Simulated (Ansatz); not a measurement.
Base system: HfS2 in the CdI2 type structure (space group P-3m1, No. 164; a = 3.547 Å, c = 5.577 Å; layered, stacked along the Cartesian z axis).

The values are results of plane-wave PAW DFT at the PBEsol-D3(BJ) level (Ansatz, a first-principles code, 420 eV), no spin-orbit coupling, not measurements.

Base values:

- Pressure: 0.01 GPa

Modification: an isotropic linear strain of +3.00 %, atoms relaxed at fixed cell.

Task: Estimate the effect on the energy relative to the base.

Result: The energy grows by 24 meV/atom.

Task: How does this affect the pressure?

Result: The pressure (mean of the normal stresses, compression positive) decreases by 3.824 GPa (0.01 GPa → -3.82 GPa).

Task: How does this affect the largest internal atomic displacement?

Result: The largest internal atomic displacement comes out as 0.086 Å.

Whether these cells are dynamically stable was not tested.
